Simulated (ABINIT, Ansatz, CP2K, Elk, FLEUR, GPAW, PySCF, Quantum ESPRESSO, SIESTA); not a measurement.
# Si (Fd-3m, 2 atoms in the cell) computed with different codes at matched settings

Self-consistent single point.

```
CELL_PARAMETERS angstrom
      0.00000     2.71550     2.71550
      2.71550     0.00000     2.71550
      2.71550     2.71550     0.00000
ATOMIC_POSITIONS crystal
  Si 0.00000 0.00000 0.00000
  Si 0.25000 0.25000 0.25000
```

All programs got the same cell, k-point mesh and kind of occupations (in Ansatz's words: kpoints.mp_grid.grid = 7 7 7; scf.occupations.method = fermi_dirac; scf.occupations.width = 0.01 eV); potentials, basis and cutoffs are each program's usual ones.

| code | model | pressure (GPa) | gap on the mesh (eV) | k-points | cutoff |
|---|---|---|---|---|---|
| Quantum ESPRESSO | PBE, PseudoDojo standard norm-conserving (PBE) pseudopotentials | 1.95 | 0.570 | 20 | 40 Ry |
| PySCF | PBE, Gaussian basis gth-dzvp-molopt-sr, GTH pseudopotentials gth-pbe, FFT density fitting with multigrid | – | 0.632 | 343 | grid 50 Ha |
| Elk | PBE, all-electron FP-LAPW, Elk's shipped species files, APW+lo basis with extra local orbitals | – | 0.572 | 20 | rgkmax 8 |
| FLEUR | PBE, all-electron FLAPW (FLEUR), scalar-relativistic valence | – | 0.574 | 20 | Kmax 3.9 1/bohr |
| ABINIT | PBE, PAW (JTH v2.0 PBE PAW) | 1.93 | 0.583 | 20 | 20 Ha |
| GPAW | PBE, GPAW PAW datasets PBE (gpaw-data 1.0.1) | 2.31 | 0.569 | 20 | 600 eV |
| Ansatz | PBE, default PAW files | 2.01 | 0.570 | 20 | default |
| SIESTA | GGA PBE, numerical atomic orbitals TZP, PseudoDojo PBE standard norm-conserving potentials (rewritten from UPF to PSML) | 2.77 | 0.534 | 172 | grid 350 Ry |
| CP2K | PBE, GPW, DZVP-MOLOPT-SR-GTH basis, GTH-PBE potentials (GTH_POTENTIALS) | 1.69 | 0.632 | 172 | grid 400 Ry |

A dash marks a value that a program does not give, or that is left out as unsure.

Gaps are read on the mesh.

The spread over the programs that give each value: pressure within 1.08 GPa; gap on the mesh within 0.098 eV.

The starting cell has typed, rounded lattice constants, without a prior relaxation at this level.

Why do the programs differ, and what cannot be compared?

Differences of this kind can come from the potentials, where these differ, and from what each basis and cutoff leave unconverged. The zero of total energies and Fermi levels follows the potentials and each program's conventions, so they are not compared here. PySCF, SIESTA and CP2K use small atom-centred bases, whose incompleteness enters pressures, forces and empty levels differently from a plane-wave cutoff. Elk and FLEUR treat all electrons, but the usual bases taken here (sphere radii, linearisation, local orbitals, empty states) were not tested for convergence, so the values are no reference for the others. Ansatz's pressure is given at a fixed set of plane waves, as the other plane-wave codes print theirs. The programs reduce the same mesh by symmetry to different extents, which changes the work and not the result.

Ansatz is a first-principles code.

Keys are those of Ansatz 0.2.
